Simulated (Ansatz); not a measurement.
The reference is Al2O3 in the corundum structure (space group R-3c, No. 167).

```cif
data_Al12O18
_chemical_formula_sum 'Al12 O18'
_space_group_name_H-M_alt 'R-3c :H'
_space_group_IT_number 167
_space_group_name_Hall '-R 3 2"c'
_cell_length_a 4.80798
_cell_length_b 4.80798
_cell_length_c 13.12160
_cell_angle_alpha 90.000
_cell_angle_beta 90.000
_cell_angle_gamma 120.000
loop_
_atom_site_label
_atom_site_type_symbol
_atom_site_symmetry_multiplicity
_atom_site_Wyckoff_symbol
_atom_site_fract_x
_atom_site_fract_y
_atom_site_fract_z
_atom_site_occupancy
Al1 Al 12 c 0.00000 0.00000 0.14787 1
O1 O 18 e 0.30616 0.30616 0.25000 1
```
(The calculation used a cell of 10 atoms; values per cell refer to that cell.)

Computed with Kohn–Sham DFT with the PBE functional, run in Ansatz (a first-principles code) with PAW and 420 eV plane waves, scalar-relativistic without spin-orbit coupling, earlier PAW set.

Base values:

The band gap is 5.86 eV and the pressure comes out as 0.01 GPa. The gap character comes out as direct at Γ, the valence-band top at Γ is 0.00, -0.03, -0.03 eV and the electron mass is 0.38 mₑ along c, 0.37 mₑ across (at Γ).

Now apply this change: an isotropic linear strain of −4.18 %; the atoms relax in the strained cell.

Question: Predict the new band gap, pressure, gap character, valence-band top at Γ and electron mass.

Answer: The band gap goes up by 1.64 eV (5.86 eV → 7.50 eV); the pressure (mean of the normal stresses, compression positive) increases by 38.107 GPa, from 0.01 GPa to 38.11 GPa; the gap character stays direct at Γ; the valence-band top at Γ (three highest levels, from the VBM) changes from 0.00, -0.03, -0.03 eV to 0.00, -0.08, -0.08 eV; the electron mass changes from 0.38 mₑ along c, 0.37 mₑ across (at Γ) to 0.47 mₑ along c, 0.42 mₑ across (at Γ).

Masses are band curvatures over ±0.01 Å⁻¹ around the edge. No phonon test of stability was made.
